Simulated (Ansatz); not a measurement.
# MgO with two functionals, Mg → Sr

Start from MgO in the rock salt structure (space group Fm-3m, No. 225; a = 4.2537 Å).

(Cell as relaxed with PBE.)

Levels (all Ansatz, a quantum-chemistry and plane-wave program, PAW): PBE (420 eV, spin-orbit coupling left out); PBEsol (420 eV, without spin-orbit coupling).

Each level relaxes its own structure.

| base | PBE | PBEsol |
|---|---|---|
| volume per atom | 9.62 Å³ | 9.35 Å³ |
| lattice parameter a | 4.254 Å | 4.214 Å |
| band gap | 4.46 eV | 4.62 eV |

It is then changed as follows: full substitution Mg → Sr, then cell and atoms are relaxed.

| quantity | PBE | PBEsol |
|---|---|---|
| band gap | 3.33 eV | 3.20 eV |
| smallest direct gap | 3.42 eV | 3.26 eV |
| lattice parameter a | 5.195 Å | 5.122 Å |
| shift of the gap caused by the change | -1.13 eV | -1.42 eV |

PBE's band gap lies 0.13 eV above PBEsol's; PBE's smallest direct gap lies 0.16 eV above PBEsol's; PBE's lattice parameter a lies 0.073 Å above PBEsol's (1.4 %); PBE's shift of the gap caused by the change lies 0.29 eV above PBEsol's. Neither level is exact; PBEsol is the comparison here, not a measurement.

Stability against distortions was not tested.
